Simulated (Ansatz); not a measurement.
**A computed series for ZnS: response to strain**

The parent structure is ZnS in the zinc blende structure (space group F-43m, No. 216; a = 5.3904 Å). Axes: x, y, z lie along the cube axes.

Strains are applied to the cell and any free atomic positions relax; under biaxial strain the out-of-plane vector relaxes too.

Level of theory: DFT with r2SCAN, PAW potentials and a 500 eV plane-wave cutoff in Ansatz (a program for electronic structure), no spin-orbit coupling, earlier PAW set.

Notes on the quantities. pressure: mean of the normal stresses, compression positive; energy relative to the base: free energy F.

```csv
variant,pressure,band gap,space group,energy relative to the base,shortest interatomic distance
base,0.00 GPa,2.70 eV,F-43m (No. 216),0 meV/atom,2.334 Å
"biaxial strain +1.06 %, plane normal [001], relaxed out of plane",-0.65 GPa,2.60 eV,I-4m2 (No. 119),+1.3 meV/atom,2.341 Å
"biaxial strain −3.61 %, plane normal [111], relaxed out of plane",4.27 GPa,2.69 eV,R3m (No. 160),+27 meV/atom,2.293 Å
isotropic strain +0.73 %,-1.63 GPa,2.60 eV,F-43m (No. 216),+2.2 meV/atom,2.351 Å
isotropic strain +2.41 %,-4.79 GPa,2.37 eV,F-43m (No. 216),+23 meV/atom,2.390 Å
uniaxial strain ε_xx = −5.50 %,4.89 GPa,2.83 eV,I-4m2 (No. 119),+21 meV/atom,2.292 Å
uniaxial strain ε_xx = −0.35 %,0.27 GPa,2.70 eV,I-4m2 (No. 119),+0.1 meV/atom,2.331 Å
tensor shear ε_xy = +1.80 %,0.01 GPa,…,Imm2 (No. 44),…,…
tensor shear ε_xy = +0.99 %,0.00 GPa,2.64 eV,Imm2 (No. 44),+1.2 meV/atom,2.330 Å
tensor shear ε_xy = −3.43 %,0.05 GPa,2.42 eV,Imm2 (No. 44),+14 meV/atom,2.320 Å
```

Q: Complete the table.

A: 
- tensor shear ε_xy = +1.80 %, band gap: 2.57 eV
- tensor shear ε_xy = +1.80 %, energy relative to the base: +4.0 meV/atom
- tensor shear ε_xy = +1.80 %, shortest interatomic distance: 2.327 Å

Stability against distortions was not tested.
